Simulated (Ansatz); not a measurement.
Take SnSe$_{2}$ in the rutile structure (space group P4_2/mnm, No. 136; a hypothetical phase, not in the database extracts checked) as the base.

```cif
data_Se4Sn2
_chemical_formula_sum 'Sn2 Se4'
_space_group_name_H-M_alt 'P42/mnm'
_space_group_IT_number 136
_space_group_name_Hall '-P 4n 2n'
_cell_length_a 6.41505
_cell_length_b 6.41505
_cell_length_c 3.99454
_cell_angle_alpha 90.000
_cell_angle_beta 90.000
_cell_angle_gamma 90.000
loop_
_atom_site_label
_atom_site_type_symbol
_atom_site_symmetry_multiplicity
_atom_site_Wyckoff_symbol
_atom_site_fract_x
_atom_site_fract_y
_atom_site_fract_z
_atom_site_occupancy
Sn1 Sn 2 a 0.00000 0.00000 0.00000 1
Se1 Se 4 f 0.30527 0.30527 0.00000 1
```

Levels (all Ansatz, a quantum-chemistry and plane-wave program, PAW): PBEsol (420 eV, scalar-relativistic without spin-orbit coupling); r2SCAN (500 eV, no SOC).

The geometry is relaxed with PBEsol.

- PBEsol pressure: 0.0 GPa

**Question.** How does going to r2SCAN change the pressure?

**Answer.** The pressure goes from zero to 0.5 GPa.

Single points use the geometry relaxed with PBEsol. Their cutoffs differ, which shifts pressures a little. Stability against distortions was not tested. All final runs are without spin polarisation.
